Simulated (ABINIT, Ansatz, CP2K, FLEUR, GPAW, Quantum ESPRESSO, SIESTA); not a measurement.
**Code comparison for PbF2 (Fm-3m, 3 atoms in the cell)**

Self-consistent single point.

```yaml
crystal:
  lattice:
    - [0.00000, 2.97000, 2.97000]
    - [2.97000, 0.00000, 2.97000]
    - [2.97000, 2.97000, 0.00000]
  atoms:
    - { symbol: Pb, position: [0.00000, 0.00000, 0.00000] }
    - { symbol: F, position: [0.25000, 0.25000, 0.25000] }
    - { symbol: F, position: [0.75000, 0.75000, 0.75000] }
```

Shared settings, as Ansatz (a first-principles code) writes them: kpoints.mp_grid.grid = 7 7 7; scf.occupations.method = fermi_dirac; scf.occupations.width = 0.0015 Ry. Potentials and cutoffs stand in the table.

| code | model | pressure (GPa) | gap on the mesh (eV) | cutoff |
|---|---|---|---|---|
| SIESTA | LDA PW92, numerical atomic orbitals TZP, PseudoDojo LDA standard norm-conserving potentials (rewritten from UPF to PSML) | -7.75 | 4.229 | grid 350 Ry |
| Ansatz | LDA (PW92), default PAW files made with PBE | -5.60 | 4.299 | default |
| GPAW | LDA (Perdew-Wang 92), GPAW PAW datasets LDA (gpaw-data 1.0.1) | – | 4.230 | 950 eV |
| ABINIT | LDA (PW92), PAW (JTH v2.0 LDA PAW) | -5.34 | 4.290 | 653 eV |
| CP2K | LDA (Pade form), GPW, DZVP-MOLOPT-SR-GTH basis, GTH-PADE potentials (GTH_POTENTIALS) | -5.55 | 4.184 | grid 550 Ry |
| Quantum ESPRESSO | LDA (PZ), GBRV 1.5 ultrasoft (LDA) pseudopotentials | -5.43 | 4.289 | 40 Ry |
| FLEUR | LDA (Perdew-Zunger), all-electron FLAPW (FLEUR), scalar-relativistic valence | – | 4.286 | Kmax 4.5 1/bohr |

A dash marks a value that a program does not give, or that is left out as unsure.

Gaps are read on the mesh.

On Ansatz's run: spin-orbit coupling is off.

The spread over the programs that give each value: pressure within 2.41 GPa; gap on the mesh within 0.115 eV.

SIESTA and CP2K use small atom-centred bases, whose incompleteness enters pressures, forces and empty levels differently from a plane-wave cutoff. FLEUR treats all electrons, but the usual bases taken here (sphere radii, linearisation, local orbitals, empty states) were not tested for convergence, so the values are no reference for the others. Ansatz's pressure is given at a fixed set of plane waves, as the other plane-wave codes print theirs; with its correction for the finite basis it is -4.94 GPa (the shift of 0.66 GPa shows how far the cutoff is from converged). The pressure of GPAW is left out: its cutoff lies under the one at which its stress was checked. The same LDA comes in different parametrisations, which differ slightly. In the pressure, SIESTA (by 2.32) lies more than 1 GPa from the median of the plane-wave programs.

The starting cell has typed, rounded lattice constants, without a prior relaxation at this level.

Left out of this page: Elk (unsound by tests on forces, stress, charge or solver warnings).

Keys are those of Ansatz 0.2.
